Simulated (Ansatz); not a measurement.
## Rh, response to strain

The parent structure is Rh in the fcc (Cu type) structure (space group Fm-3m, No. 225; a = 3.802 Å; relaxed with 0.1 eV smearing). Axes: x, y, z lie along the cube axes.

Strains are applied to the cell and any free atomic positions relax; under biaxial strain the out-of-plane vector relaxes too.

The values are results of r2SCAN (Ansatz, a quantum-chemistry and plane-wave program; PAW; 500 eV plane waves; no spin-orbit coupling), earlier PAW set, not measurements.

Candidates:
(a) uniaxial strain ε_yy = −3.88 %
(b) biaxial strain +1.29 %, plane normal [001], relaxed out of plane
(c) isotropic strain −1.04 %

Notes on the quantities. energy relative to the base: free energy F.

Task: Order them by energy relative to the base, highest first.

Result: (a) uniaxial strain ε_yy = −3.88 % (+31 meV/atom), (c) isotropic strain −1.04 % (+12 meV/atom), (b) biaxial strain +1.29 %, plane normal [001], relaxed out of plane (+6.3 meV/atom)

No phonon test of stability was made. The final runs are not spin-polarised.
